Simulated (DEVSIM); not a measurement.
System: abrupt Si p-n junction, at 250 K.

```tsv
layer (left to right)	material	thickness (μm)	Nd (cm⁻³)	Na (cm⁻³)	τn (s)	τp (s)
1	Si	0.450	-	2.9e16	8.3e-6	8.3e-6
2	Si	120	9.2e17	-	8.3e-6	8.3e-6
```

Left contact: ohmic. Right contact: ohmic. Voltage is applied to the left contact. Recombination: SRH at mid-gap, radiative. Gap narrowing is on: ΔEg = 6.92 meV × (l + √(l² + 0.5)), l = ln(N/1.3e17 cm⁻³), shared equally by both band edges. Mobility is μmin + (μ − μmin)/(1 + (N/Nref)^α).

The device is made up for the run: typed textbook-type constants, with dimensions and the other settings drawn at random. Values at 300 K; Nc and Nv go as T^1.5, mobilities as T to minus their exponent, the gap by Varshni's rule with the affinity fixed.

```csv
parameter,Si
gap (eV),1.124
affinity (eV),4.05
permittivity,11.7
Nc (cm⁻³),2.86e19
Nv (cm⁻³),3.1e19
μn (cm²/Vs),1417
μp (cm²/Vs),470
"μn,min",52
"μp,min",45
"Nref,n",9.7e16
"Nref,p",2.2e17
αn,0.68
αp,0.72
T exponent of μn,2.3
T exponent of μp,2.2
B (cm³/s),4.7e-15
Varshni α (eV/K),0.000473
Varshni β (K),636
```

Model (solved in DEVSIM): 1D drift-diffusion, Boltzmann statistics, complete ionisation; no tunnelling, impact ionisation, image-force lowering or self-heating.

The doping Na of layer 1 was swept, all else fixed.

```json
[
 {"doping Na of layer 1 (cm^-3)": "8.7e14", "dark forward voltage at 1 A/cm² (V)": "0.553", "largest field in the device at zero bias (V/cm)": "42000", "potential step across the device at zero bias (V)": "0.834", "dark forward voltage at 100 A/cm² (V)": "0.698"},
 {"doping Na of layer 1 (cm^-3)": "2.9e15", "dark forward voltage at 1 A/cm² (V)": "0.597", "largest field in the device at zero bias (V/cm)": "46000", "potential step across the device at zero bias (V)": "0.860", "dark forward voltage at 100 A/cm² (V)": "0.732"},
 {"doping Na of layer 1 (cm^-3)": "8.7e15", "dark forward voltage at 1 A/cm² (V)": "0.634", "largest field in the device at zero bias (V/cm)": "57000", "potential step across the device at zero bias (V)": "0.883", "dark forward voltage at 100 A/cm² (V)": "0.759"},
 {"doping Na of layer 1 (cm^-3)": "2.9e16", "dark forward voltage at 1 A/cm² (V)": "0.669", "largest field in the device at zero bias (V/cm)": "89000", "potential step across the device at zero bias (V)": "0.909", "dark forward voltage at 100 A/cm² (V)": "0.791"},
 {"doping Na of layer 1 (cm^-3)": "8.7e16", "dark forward voltage at 1 A/cm² (V)": "0.699", "largest field in the device at zero bias (V/cm)": "150000", "potential step across the device at zero bias (V)": "0.932", "dark forward voltage at 100 A/cm² (V)": "0.821"},
 {"doping Na of layer 1 (cm^-3)": "2.9e17", "dark forward voltage at 1 A/cm² (V)": "0.726", "largest field in the device at zero bias (V/cm)": "250000", "potential step across the device at zero bias (V)": "0.953", "dark forward voltage at 100 A/cm² (V)": "0.845"},
 {"doping Na of layer 1 (cm^-3)": "8.7e17", "dark forward voltage at 1 A/cm² (V)": "0.746", "largest field in the device at zero bias (V/cm)": "360000", "potential step across the device at zero bias (V)": "0.969", "dark forward voltage at 100 A/cm² (V)": "0.868"}
]
```

From the first row to the last the dark forward voltage at 1 A/cm² goes from 0.553 to 0.746. From the first row to the last the largest field in the device at zero bias goes from 42000 to 360000.
